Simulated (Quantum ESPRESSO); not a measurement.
The steps of a band-structure calculation for HfO2 (P4_2/nmc, 6 atoms in the cell) with Quantum ESPRESSO.

Level of theory: LDA (PZ), GBRV 1.5 ultrasoft (LDA) pseudopotentials (plane waves; Quantum ESPRESSO 7.5).

Step 1 (scf):

```fortran
&control
 calculation = 'scf'
 outdir = './work'
 pseudo_dir = './'
 tprnfor = .true.
 tstress = .true.
/
&system
 ibrav = 0
 nat = 6
 ntyp = 2
 ecutwfc = 40
 ecutrho = 320
 occupations = 'fixed'
 nbnd = 28
/
&electrons
 conv_thr = 1.0d-9
 mixing_beta = 0.3
/
ATOMIC_SPECIES
Hf   178.4900  hf_lda_v1.uspp.F.UPF
O     15.9990  o_lda_v1.2.uspp.F.UPF
CELL_PARAMETERS angstrom
   3.60676500     0.00000000     0.00000000
   0.00000000     3.60676500     0.00000000
   0.00000000     0.00000000     5.24271400
ATOMIC_POSITIONS crystal
Hf    0.50000000    0.50000000    0.50000000
Hf    0.00000000    0.00000000    0.00000000
O     0.00000000    0.50000000    0.69721000
O     0.00000000    0.50000000    0.19721000
O     0.50000000    0.00000000    0.80279000
O     0.50000000    0.00000000    0.30279000
K_POINTS automatic
5 5 4  0 0 0
```

Step 2 (bands):

```fortran
&control
 calculation = 'bands'
 outdir = './work'
 pseudo_dir = './'
 verbosity = 'high'
/
&system
 ibrav = 0
 nat = 6
 ntyp = 2
 ecutwfc = 40
 ecutrho = 320
 occupations = 'fixed'
 nbnd = 33
/
&electrons
 conv_thr = 1.0d-9
 startingwfc = 'random'
 diago_thr_init = 1.0d-6
 diagonalization = 'cg'
/
ATOMIC_SPECIES
Hf   178.4900  hf_lda_v1.uspp.F.UPF
O     15.9990  o_lda_v1.2.uspp.F.UPF
CELL_PARAMETERS angstrom
   3.60676500     0.00000000     0.00000000
   0.00000000     3.60676500     0.00000000
   0.00000000     0.00000000     5.24271400
ATOMIC_POSITIONS crystal
Hf    0.50000000    0.50000000    0.50000000
Hf    0.00000000    0.00000000    0.00000000
O     0.00000000    0.50000000    0.69721000
O     0.00000000    0.50000000    0.19721000
O     0.50000000    0.00000000    0.80279000
O     0.50000000    0.00000000    0.30279000
K_POINTS crystal_b
12
  0.00000000   0.00000000   0.00000000   9  ! G
  0.00000000   0.50000000   0.00000000   9  ! X
  0.50000000   0.50000000   0.00000000  12  ! M
  0.00000000   0.00000000   0.00000000   6  ! G
  0.00000000   0.00000000   0.50000000   9  ! Z
  0.00000000   0.50000000   0.50000000   9  ! R
  0.50000000   0.50000000   0.50000000  12  ! A
  0.00000000   0.00000000   0.50000000   1  ! Z
  0.00000000   0.50000000   0.00000000   6  ! X
  0.00000000   0.50000000   0.50000000   1  ! R
  0.50000000   0.50000000   0.00000000   6  ! M
  0.50000000   0.50000000   0.50000000   1  ! A
```

Step 3 (bands.x):

```fortran
&bands
 outdir = './work'
 filband = 'bands.dat'
 lsym = .false.
/
```

Output of bands (abridged):

```
     Atomic positions and unit cell read from directory:
     ./work/pwscf.save/

     Message from routine setup:
     using ibrav=0 with symmetry is DISCOURAGED, use correct ibrav instead
     G-vector sticks info
     --------------------
     sticks:   dense  smooth     PW     G-vecs:    dense   smooth      PW
     Sum        1185     593    185                44497    15759    2767

     bravais-lattice index     =            0
   [... lines left out ...]
     unit-cell volume          =     460.2443 (a.u.)^3
   [... lines left out ...]
        k(    3) = (   0.0000000   0.1111111   0.0000000), wk =   0.0246914
   [... 78 lines left out ...]

     Dense  grid:    44497 G-vectors     FFT dimensions: (  40,  40,  60)

     Smooth grid:    15759 G-vectors     FFT dimensions: (  30,  30,  40)

     The potential is recalculated from file :
     ./work/pwscf.save/charge-density

     negative rho (up, down):  2.349E-01 0.000E+00

     Band Structure Calculation
     CG style diagonalization

     ethr =  1.00E-06,  avg # of iterations = 26.6

     End of band structure calculation

          k = 0.0000 0.0000 0.0000 (  1939 PWs)   bands (ev):

   -49.7073 -49.6934 -18.6740 -18.3558 -18.3558 -18.3043 -18.2573 -18.2573
    -6.9561  -5.3459  -5.0700  -4.4150   5.3933   6.0065   6.1928   6.1927
     8.0135   8.0135   9.3240   9.3240   9.9386  10.4903  10.5522  10.5522
    15.0508  15.1168  16.2617  16.4891  16.7316  17.8481  19.2925  19.2925
    21.0077

          k = 0.0000 0.0556 0.0000 (  1941 PWs)   bands (ev):

   -49.7070 -49.6934 -18.6702 -18.3636 -18.3546 -18.3052 -18.2664 -18.2577
    -6.9284  -5.3389  -5.0716  -4.4278   5.3702   6.0199   6.2130   6.2942
     7.9674   8.0147   9.2961   9.3017   9.9433  10.4894  10.4973  10.5194
    15.0932  15.1743  16.2771  16.4879  16.7866  17.8636  19.2211  19.2948
    20.9227

   [... 79 blocks of this kind left out ...]
```

Output of bands.x (abridged):

```
     Reading xml data from directory:

     ./work/pwscf.save/

     G-vector sticks info
     --------------------
     sticks:   dense  smooth     PW     G-vecs:    dense   smooth      PW
     Sum        1185     593    185                44497    15759    2767

     negative rho (up, down):  2.349E-01 0.000E+00
     Reading collected, re-writing distributed wavefunctions
     high-symmetry point:  0.0000 0.0000 0.0000   x coordinate   0.0000
     high-symmetry point:  0.0000 0.5000 0.0000   x coordinate   0.5000
     high-symmetry point:  0.5000 0.5000 0.0000   x coordinate   1.0000
     high-symmetry point:  0.0000 0.0000 0.0000   x coordinate   1.7071
     high-symmetry point:  0.0000 0.0000 0.3440   x coordinate   2.0511
     high-symmetry point:  0.0000 0.5000 0.3440   x coordinate   2.5511
     high-symmetry point:  0.5000 0.5000 0.3440   x coordinate   3.0511
     high-symmetry point:  0.0000 0.0000 0.3440   x coordinate   3.7582
     high-symmetry point:  0.0000 0.5000 0.0000   x coordinate   3.7582
     high-symmetry point:  0.0000 0.5000 0.3440   x coordinate   4.1022
     high-symmetry point:  0.5000 0.5000 0.0000   x coordinate   4.1022
     high-symmetry point:  0.5000 0.5000 0.3440   x coordinate   4.4461

     Plottable bands (eV) written to file bands.dat.gnu
     Bands written to file bands.dat

   JOB DONE.
```

The gap along the path is 4.42 eV.

The starting cell comes from a database of computed structures (which also holds hypothetical and non-ambient phases and stackings), without a prior relaxation at this level. Its lattice was rescaled by a random factor within 2.5 % of one. Spin-orbit coupling is off.
